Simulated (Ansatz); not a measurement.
Results of LDA (Ansatz, a quantum-chemistry and plane-wave program, PAW) for ZrRh3 (model structure, started from the D022 type, I4/mmm, No. 139, 4 atoms in the cell).

Numerical settings: plane-wave cutoff 520 eV, 20×20×20 k mesh, Fermi–Dirac smearing 0.05 eV, no spin polarisation, scalar-relativistic PAW data made under PBE.

Cell (relaxed at this level):

Rh$_{3}$Zr is taken in the tetragonal space group I4/mmm (No. 139), Pearson symbol tI8. Cell: a = b = 3.9043 Å, c = 7.7082 Å, α = β = γ = 90.00°. Rh1 on 2b is coordinated by 8 Rh at 2.743 Å and 4 Zr at 2.761 Å (cuboctahedral). Rh2 on 4d is coordinated by 4 Zr at 2.743 Å and 8 Rh at 2.743–2.761 Å (cuboctahedral). Zr on 2a is coordinated by 12 Rh at 2.743–2.761 Å (cuboctahedral). (Neighbours: up to the widest gap in distance over summed covalent radii, below 1.35, at either atom.)
(The calculation used a cell of 4 atoms; values per cell refer to that cell.)

Task: What does this level give for the bulk modulus?

Result: 
bulk modulus: 247 GPa

Note: the run has no spin polarisation, so it can have missed a magnetic state; the bulk modulus is −V dP/dV from two relaxed cells at ±2 % in volume; the relaxation could raise the start's symmetry but not lower it, so the cell can be a saddle point.

Computed values are for the static lattice.

A model structure was made by putting elements into a prototype or built by hand; it is no filed structure, need not be a known phase, and can be a saddle point held by its symmetry.
